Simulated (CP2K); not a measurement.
A self-consistent single point of K3Al (P1, 4 atoms in the cell) with CP2K.

Computed with PBEsol, GPW, DZVP-MOLOPT-SR-GTH basis, GTH-PBE potentials (GTH_POTENTIALS) (CP2K).

The change in words: atoms moved at random. Reference geometry:
```
K3Al
1.0
    5.77187     0.00000     0.00000
    0.00000     5.77187     0.00000
    0.00000     0.00000     5.77187
K Al
3 1
Cartesian
  0.00000   2.88593   2.88593
  2.88593   0.00000   2.88593
  2.88593   2.88593   0.00000
  0.00000   0.00000   0.00000
```

Reference input (self-consistent single point, DFT PBEsol, GPW, DZVP-MOLOPT-SR-GTH basis, GTH-PBE potentials (GTH_POTENTIALS)): CUTOFF = 500 Ry; REL_CUTOFF = 50 Ry; SMEAR/METHOD = FERMI_DIRAC; ELECTRONIC_TEMPERATURE = 580.23 K; KPOINTS/SCHEME = MONKHORST-PACK 5 5 5; XC_FUNCTIONAL = PBE:PBESOL; K/BASIS_SET = DZVP-MOLOPT-SR-GTH-q9; K/POTENTIAL = GTH-PBE-q9; Al/BASIS_SET = DZVP-MOLOPT-SR-GTH-q3; Al/POTENTIAL = GTH-PBE-q3; METHOD = GPW; EPS_DEFAULT = 1e-11. This run's input differs from it in these lines:

```diff
@@ -71,6 +71,6 @@
       SCALED
-      K        0.00000000     0.50000000     0.50000000
-      K        0.50000000     0.00000000     0.50000000
-      K        0.50000000     0.50000000     0.00000000
-      Al       0.00000000     0.00000000     0.00000000
+      K       -0.00420600     0.50435000     0.49687900
+      K        0.49537700     0.00048900     0.50455900
+      K        0.50809000     0.48436600     0.00941900
+      Al       0.00073800     0.01079500    -0.01085800
     &END COORD
```

Output, abridged:

```
 SCF WAVEFUNCTION OPTIMIZATION

  Step     Update method      Time    Convergence         Total energy    Change
     1 NoMix/Diag. 0.20E+00      -     0.64942124       -86.7317299440 -8.67E+01
     2 Broy./Diag. 0.20E+00      -     0.02416074       -86.7996581540 -6.79E-02
     3 Broy./Diag. 0.20E+00      -     0.05731220       -86.6656251895  1.34E-01
     4 Broy./Diag. 0.20E+00      -     0.01618500       -86.5916074678  7.40E-02
     5 Broy./Diag. 0.20E+00      -     0.00357169       -86.5847236693  6.88E-03
     6 Broy./Diag. 0.20E+00      -     0.00027720       -86.5776193770  7.10E-03
   [... 3 lines left out ...]
    10 Broy./Diag. 0.20E+00      -     0.00001001       -86.5808656726  2.18E-04
    11 Broy./Diag. 0.20E+00      -     0.00000358       -86.5807933365  7.23E-05
    12 Broy./Diag. 0.20E+00      -     0.00000107       -86.5807824317  1.09E-05
    13 Broy./Diag. 0.20E+00      -     0.00000018       -86.5807855681 -3.14E-06
  *** SCF run converged in    13 steps ***

  Overlap energy of the core charge distribution:               0.00000000000000
  Self energy of the core charge distribution:               -177.01448183810854
  Core Hamiltonian energy:                                     41.32139872489705
  Hartree energy:                                              62.52499511101081
  Exchange-correlation energy:                                -13.41207602378407
  Electronic entropic energy:                                  -0.00062154177097
  Fermi energy:                                                 0.08413394533637

  Total energy:                                               -86.58078556808506
  Total energy (extrapolated to T->0):                        -86.58047479719957

   [... lines left out ...]

 STRESS| Analytical stress tensor [bar]
 STRESS|                        x                   y                   z
 STRESS|      x       -1.55724954583E+03  -4.10034307871E+01  -6.38937921504E+00
 STRESS|      y       -4.10034307871E+01  -1.66242804989E+03   4.71851843167E+01
 STRESS|      z       -6.38937921504E+00   4.71851843167E+01  -1.71736233453E+03
 STRESS| 1/3 Trace                                            -1.64567997675E+03
```

The run converged in 13 iterations. Against the reference run the free energy goes up by 2.0 meV/atom, the pressure moves little (-0.18 to -0.16 GPa) and the largest force goes from 0.000 to 0.099 eV/Å.

The starting cell comes from a database of computed structures (which also holds hypothetical and non-ambient phases and stackings), without a prior relaxation at this level. For this run, on top of that: atoms moved at random. Values carry the incompleteness of an atom-centred basis. The potentials were made for another functional than the one used.
